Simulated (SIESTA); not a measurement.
A working SIESTA input for LiMn3CrO8 (C2/m, 13 atoms in the cell) (DFT, GGA PBEsol, numerical atomic orbitals DZP, PseudoDojo PBEsol standard norm-conserving potentials (rewritten from UPF to PSML)):

```
# files in the folder: Li.psml Mn.psml Cr.psml O.psml (PseudoDojo PBEsol standard)
SystemName  LiMn3CrO8
SystemLabel siesta

NumberOfAtoms                13
NumberOfSpecies              4
%block ChemicalSpeciesLabel
  1 3 Li
  2 25 Mn
  3 24 Cr
  4 8 O
%endblock ChemicalSpeciesLabel
LatticeConstant              1.0 Bohr
%block LatticeVectors
     9.590218353   -5.518982941    0.000000000
     9.590218353    5.518982941    0.000000000
    -6.412169553    0.000000000    9.629490641
%endblock LatticeVectors
AtomicCoordinatesFormat      Ang
%block AtomicCoordinatesAndAtomicSpecies
    -1.696587000    0.000000000    2.547853500  1
     5.074925000    0.000000000    0.000000000  2
     2.537462500    1.460260000    0.000000000  2
     2.537462500   -1.460260000    0.000000000  2
     0.000000000    0.000000000    0.000000000  3
     4.197370244    1.439115435    0.992898509  4
     2.559305756   -1.439115435    4.102808491  4
     2.559305756    1.439115435    4.102808491  4
     4.197370244   -1.439115435    0.992898509  4
    -0.034314111    0.000000000    4.082731405  4
     6.790990111    0.000000000    1.012975595  4
     5.019271491    0.000000000    4.130325309  4
     1.737404509   -0.000000000    0.965381691  4
%endblock AtomicCoordinatesAndAtomicSpecies

XC.functional                GGA
XC.authors                   PBEsol
PAO.BasisSize                DZP
PAO.EnergyShift              0.01 Ry
PAO.Polarization.NonPerturbative true
MeshCutoff                   400 Ry
%block kgrid.MonkhorstPack
    5   0   0  0.0
    0   5   0  0.0
    0   0   5  0.0
%endblock kgrid.MonkhorstPack
OccupationFunction           MP
OccupationMPOrder            0
ElectronicTemperature        0.05 eV
Spin                         polarized
%block DM.InitSpin
  1 +0.00
  2 +4.00
  3 +4.00
  4 +4.00
  5 +3.00
  6 +0.00
  7 +0.00
  8 +0.00
  9 +0.00
  10 +0.00
  11 +0.00
  12 +0.00
  13 +0.00
%endblock DM.InitSpin

MaxSCFIterations             150
SCF.Mixer.Method             Broyden
SCF.Mixer.Weight             0.1
SCF.Mixer.History            8
SCF.DM.Tolerance             1.0E-04
Diag.ParallelOverK           true
WriteForces                  true
Charge.Mulliken              end
```

The run converged in 26 iterations: free energy E − TS -15081.9262 eV; top of the valence band (on the code's own zero) -5.38 eV; gap on the k-point mesh 0.18 eV; pressure -9.34 GPa; largest force (vector length) 0.534 eV/Å; size of the cell's spin moment 12.00 μB. Each of these slips is then made, one at a time:

(1)
```diff
-  1 3 Li
+  1 4 Li
```

(2)
```diff
-Spin                         polarized
-%block DM.InitSpin
-  1 +0.00
-  2 +4.00
-  3 +4.00
-  4 +4.00
-  5 +3.00
-  6 +0.00
-  7 +0.00
-  8 +0.00
-  9 +0.00
-  10 +0.00
-  11 +0.00
-  12 +0.00
-  13 +0.00
-%endblock DM.InitSpin
```

### Question
What happens in each case?

### Answer

(1) An atomic number that does not match the species' potential. The program stopped before any SCF iteration.

(2) No spin polarisation for a cell with magnetic atoms. The run converged in 35 iterations without an error; against the sound input the free energy goes up by 345 meV/atom, the pressure goes from -9.34 to -18.27 GPa, the largest force goes from 0.534 to 0.975 eV/Å and the net moment of 0.92 μB/atom is absent without spin.

The starting cell comes from a database of computed structures (which also holds hypothetical and non-ambient phases and stackings), without a prior relaxation at this level. The magnetic order is the one reached from the typed start; others were not searched systematically. Values carry the incompleteness of an atom-centred basis. In the base run, with a pressure of about -9 GPa the cell is away from its equilibrium volume at this level.

Left out of this page: 4 runs of the series outside the window shown, repeating another row's setting, or not comparable.
